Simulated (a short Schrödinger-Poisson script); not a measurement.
System: MOS inversion layer, Al2O3 on p-type Ge(100), at 400 K.

```
layer  material  thickness (nm)  Na (cm⁻³)
-----  --------  --------------  ---------
1         Al2O3             1.8          -
2            Ge             680     3.7e17
```

The device is made up for the run: typed textbook-type constants, with dimensions and the other settings drawn at random. Al2O3: permittivity 9, conduction-band edge (eV) 2.65, gap (eV) 6.8, electron mass (mₑ) 0.3. Ge: permittivity 16, conduction-band edge (eV) 0, gap (eV) 0.664, Nv at 300 K (cm⁻³) 6e18.

Channel valleys (confinement mass, in-plane density-of-states mass, number): L4 0.12, 0.295, 4. At the gate the conduction-band edge of layer 1 lies 2.99 eV − eVg above the Fermi level of the channel; the field vanishes at the back. Gaps are held at their typed values at every temperature. Mesh 0.03 nm at interfaces.

From a short Schrödinger-Poisson script (our own, NumPy): 1D Poisson equation in equilibrium, electrons quantum, Hartree (BenDaniel-Duke, 12 states a valley, the channel's in-plane mass for all, wave functions ending at the dielectric), parabolic valleys, classical holes, full ionisation, no traps, pinning or gate leakage.

The same stack at other levels of the model or other numerical settings:

```json
[
 {"run": "base", "sheet density of all electrons at Vg = 1.1 V (cm⁻²)": "9.57e12", "sheet density of all electrons at Vg = 0.5 V (cm⁻²)": "1.07e12", "capacitance at Vg = 1.1 V (μF/cm²)": "2.63", "centroid of the channel electrons at Vg = 1.1 V (nm)": "2.86", "rough cost against the base": "about 1"},
 {"run": "electrons treated as classical, Boltzmann", "sheet density of all electrons at Vg = 1.1 V (cm⁻²)": "…", "sheet density of all electrons at Vg = 0.5 V (cm⁻²)": "2.30e12", "capacitance at Vg = 1.1 V (μF/cm²)": "3.97", "centroid of the channel electrons at Vg = 1.1 V (nm)": "0.68", "rough cost against the base": "0.05"},
 {"run": "electrons treated as classical, Fermi-Dirac", "sheet density of all electrons at Vg = 1.1 V (cm⁻²)": "…", "sheet density of all electrons at Vg = 0.5 V (cm⁻²)": "2.17e12", "capacitance at Vg = 1.1 V (μF/cm²)": "3.37", "centroid of the channel electrons at Vg = 1.1 V (nm)": "1.10", "rough cost against the base": "0.2"},
 {"run": "mesh six times as coarse", "sheet density of all electrons at Vg = 1.1 V (cm⁻²)": "9.57e12", "sheet density of all electrons at Vg = 0.5 V (cm⁻²)": "1.07e12", "capacitance at Vg = 1.1 V (μF/cm²)": "2.63", "centroid of the channel electrons at Vg = 1.1 V (nm)": "2.86", "rough cost against the base": "0.3"},
 {"run": "one subband a valley", "sheet density of all electrons at Vg = 1.1 V (cm⁻²)": "9.54e12", "sheet density of all electrons at Vg = 0.5 V (cm⁻²)": "1.03e12", "capacitance at Vg = 1.1 V (μF/cm²)": "2.63", "centroid of the channel electrons at Vg = 1.1 V (nm)": "…", "rough cost against the base": "0.6"}
]
```

Q: Fill in the missing entries.

A: 
- one subband a valley, centroid of the channel electrons at Vg = 1.1 V (nm): 2.75
- electrons treated as classical, Fermi-Dirac, sheet density of all electrons at Vg = 1.1 V (cm⁻²): 1.39e13
- electrons treated as classical, Boltzmann, sheet density of all electrons at Vg = 1.1 V (cm⁻²): 1.58e13

The classical rows ignore confinement, and Boltzmann statistics overrate the density once the band edge passes the Fermi level.

Only the L valleys are kept; under strong confinement the Δ valleys of Ge fill too.
